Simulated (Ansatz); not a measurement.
Substrate model: Si(111) 1x1 surface, 6 top atoms, 3 bilayers, bottom bilayer H-capped and fixed, every top atom capped by F; cell 11.5 x 6.6 Å; about 7 Å thick over the host's atoms, 18 atoms held. The numbers are results of PBE-D3(BJ) (plane waves to 420 eV, PAW; Ansatz, a first-principles code), not measurements. k mesh 1 x 2 x 1. The slab states were run without spin polarisation. A thicker slab, a larger cell or a denser mesh can move such energies by a tenth of an eV or more. All energies are electronic energies at 0 K, without vibrations.

End point of the saddle search for this step (that it has no second negative curvature is not shown): BH3 swaps its H for the surface F. Atoms near the reaction:

```
atom    x (Å)  y (Å)   z (Å)
------  -----  -----  ------
Si(17)  5.818  3.365   9.585
Si(18)  5.741  1.148   8.757
Si(19)  3.868  4.435   8.760
F(30)   3.773  0.057  11.115
F(31)   5.520  4.344  11.176
Si(35)  7.702  4.452   8.748
F(46)   7.675  0.043  11.124
F(47)   9.616  3.358  11.125
B(a0)   6.024  3.041  11.881
H(a1)   6.825  3.277  12.736
H(a2)   6.741  2.630  10.883
H(a3)   5.076  2.326  12.063
```

**Question.** Which atoms move along the unstable mode, and how sharp is the barrier?

**Answer.** 
```
atom       x     y  z (unit mode)
-----  -----  ----  -------------
F(31)   0.13  0.43           0.21
H(a3)  -0.30  0.38          -0.10
B(a0)  -0.29  0.37          -0.07
H(a2)  -0.26  0.15          -0.08
```
The curvature along the mode is -0.3 eV/Å^2 (its overall sign is arbitrary for the vector); the point lies 0.21 eV over the start.

Here BH3 is the monomer.
